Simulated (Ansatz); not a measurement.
Worked example: self-consistent single point of Zn2SeS (Pmm2, 4 atoms in the cell) in Ansatz (a quantum-chemistry and plane-wave program).

Level of theory: PBEsol, harder PAW files (source: ansatz) made with PBE (plane waves; Ansatz).

```
CELL_PARAMETERS angstrom
      3.92102     0.00000     0.00000
      0.00000     3.92102     0.00000
      0.00000     0.00000     5.53869
ATOMIC_POSITIONS crystal
  Zn 0.50000 0.00000 0.77209
  Zn 0.00000 0.50000 0.23694
  Se 0.00000 0.00000 0.50000
  S  0.50000 0.50000 0.00000
```

Reference input (self-consistent single point, DFT, PBEsol, plane waves, default PAW files made with PBE): basis.ecutwfc = 420 eV; kpoints.mp_grid.grid = 5 5 4; hamiltonian.xc = pbesol; hamiltonian.pseudopotentials = {kind: paw} (the program's default PAW files); scf.occupations.method = fixed. This run's input differs from it in these lines:

Ansatz 0.2 input:
```diff
@@ -11,3 +11,3 @@
 basis:
-  ecutwfc: 420.0
+  ecutwfc: 660.0
 kpoints:
@@ -16,3 +16,3 @@
   xc: pbesol
-  pseudopotentials: { kind: paw }
+  pseudopotentials: { kind: paw, source: ansatz }
 scf:
```

The program printed (abridged):

```
SCF iter   1: F=—  HF=-21203.423944 eV  |F-HF|=—  |Δ(HF+E_count)|=         —  Δρ=7.81e-2  dr2=4.15e0  ethr=3.10e-3  ⟨swp⟩=5.0  Hψ=3507  notcnv=0  defer=100
all-band conjugate gradients solve this SCF's bands
preconditioner: auto → Resta (q_TF=auto, 2.588 Å⁻¹)
SCF iter   2: F=—  HF=-21202.290414 eV  |F-HF|=—  |Δ(HF+E_count)|=    1.13e0  Δρ=2.83e-2  dr2=3.86e-1  ethr=3.10e-3  ⟨swp⟩=2.9  Hψ=2206  notcnv=0  defer=126
   [... lines left out ...]
SCF iter   7: F=—  HF=-21202.043754 eV  |F-HF|=—  |Δ(HF+E_count)|=   1.67e-4  Δρ=1.40e-4  dr2=2.14e-5  ethr=3.01e-7  ⟨swp⟩=2.0  Hψ=1356  notcnv=0  defer=134
SCF iter   8: F=—  HF=-21202.043762 eV  |F-HF|=—  |Δ(HF+E_count)|=   7.68e-6  Δρ=3.14e-5  dr2=5.47e-7  ethr=3.45e-8  ⟨swp⟩=2.0  Hψ=1527  notcnv=0  defer=77
SCF iter   9: F=—  HF=-21202.043762 eV  |F-HF|=—  |Δ(HF+E_count)|=   7.09e-7  Δρ=2.34e-5  dr2=2.27e-7  ethr=1.61e-10  ⟨swp⟩=13.3  Hψ=6117  notcnv=0
SCF iter  10: F=-21202.043762 eV  HF=-21202.043762 eV  |F-HF|=8.57e-8  |Δ(HF+E_count)|=   1.48e-8  Δρ=1.52e-5  dr2=9.63e-8  ethr=1.61e-10  ⟨swp⟩=6.0  Hψ=4277  notcnv=0
SCF 1 converged in 10 iterations: F = -21202.043762 eV  dr2 = 9.63e-8
Free energy (F): -21202.043762 eV
Internal energy: -21202.043762 eV  (E = F + TS)
E sigma→0 (E₀):  -21202.043762 eV
Fermi energy:    7.509899 eV
--- Forces (eV/Å), atoms counted from 1 ---
  atom   1  Zn     0.00000000     0.00000000    -0.36833123
  atom   2  Zn     0.00000000     0.00000000     0.10160698
  atom   3  Se     0.00000000     0.00000000     0.13630429
  atom   4  S      0.00000000     0.00000000     0.13043654
--- Stress (GPa, compression-positive) ---
       -2.147457       0.000000       0.000000
        0.000000      -1.232295       0.000000
        0.000000       0.000000      -1.881324
  P = ⅓ Tr σ = -1.7537 GPa (-17.537 kbar)
  The stress holds the Pulay correction. Without it, at fixed plane waves, as pw.x and ABINIT print it: P = -1.7582 GPa
```

The run converged in 10 iterations. Against the reference run the pressure moves little (-1.77 to -1.75 GPa), the largest force hardly changes (0.369 to 0.368 eV/Å) and the gap on the mesh hardly changes (1.378 to 1.380 eV).

The starting cell comes from a database of computed structures (which also holds hypothetical and non-ambient phases and stackings), without a prior relaxation at this level. Its lattice was rescaled by up to half a per cent. One atom was moved a little off its site on purpose. Ansatz's pressure includes its estimate of the finite-basis (Pulay) stress.
